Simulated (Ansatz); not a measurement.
Take PtGe (space group Pnma, No. 62) as the base.

```xyz
8
Lattice="5.8190 0.0000 0.0000 0.0000 3.7573 0.0000 0.0000 0.0000 6.1752" Properties=species:S:1:pos:R:3 pbc="T T T"
Pt     5.8065     0.9393     1.1882
Pt     2.8970     0.9393     1.8994
Pt     0.0125     2.8180     4.9870
Pt     2.9220     2.8180     4.2758
Ge     1.0844     0.9393     3.6338
Ge     3.9940     0.9393     5.6290
Ge     4.7346     2.8180     2.5414
Ge     1.8251     2.8180     0.5462
```

Cartesian axes are those of the cell as printed.

All numbers come from PBE in Ansatz (plane waves to 420 eV, PAW, without spin-orbit coupling), earlier PAW set.

For the base:

```
Property           Result
---------------  --------
Volume per atom  16.88 Å³
Pressure          0.0 GPa
Band gap             zero
```

Modification: tensile biaxial strain of 3.56 % in the plane normal to [001], as in epitaxy on a mismatched substrate; the out-of-plane cell vector and the atoms relax.

### Question
What happens to the volume per atom?

### Answer
The volume per atom increases by 0.55 Å³, from 16.88 Å³ to 17.43 Å³.

### Question
What happens to the pressure?

### Answer
The pressure (mean of the normal stresses, compression positive) goes from zero to -4.0 GPa.

### Question
What does the calculation give for the band gap after the change?

### Answer
The band gap remains zero.

Without a gap, meshes like the base's 8×12×8 leave anisotropic stresses uncertain by several tenths of a GPa, and small strain energies with them. Stability against distortions was not tested. All final runs are without spin polarisation.

Ansatz is a program for electronic structure.
